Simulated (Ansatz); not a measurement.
Pressure series in WS2

Start from WS₂ (space group P6_3/mmc, No. 194; a = 3.1541 Å, c = 12.1408 Å; layered, stacked along the Cartesian z axis).

Cell and atoms are relaxed at each pressure.

Computed with PBE-D3(BJ) (Ansatz, an electronic-structure program, PAW, spin-orbit coupling left out).

```tsv
pressure (GPa)	volume per atom (Å³/atom)
-2	18.495
-1	17.835
0	17.434
0.7	?
1.5	16.985
3	16.639
5	16.260
7.5	15.871
10	15.541
```

Problem. Fit the third-order Birch–Murnaghan form P(V) = (3B₀/2)[(V₀/V)^(7/3) − (V₀/V)^(5/3)]·[1 + (3/4)(B₀′ − 4)((V₀/V)^(2/3) − 1)] (squares taken in P) to the rows shown and predict the withheld row.

Solution. Least squares on the printed values gives V₀ = 17.449 Å³/atom, B₀ = 49.0 GPa, B₀′ = 10.7; this predicts 17.218 Å³/atom, and the run gives 17.207 Å³/atom, 0.011 lower.

Load acts through the strain it causes; cell and atoms are relaxed under it. Stability against distortions was not tested. Competing high-pressure phases were not computed.
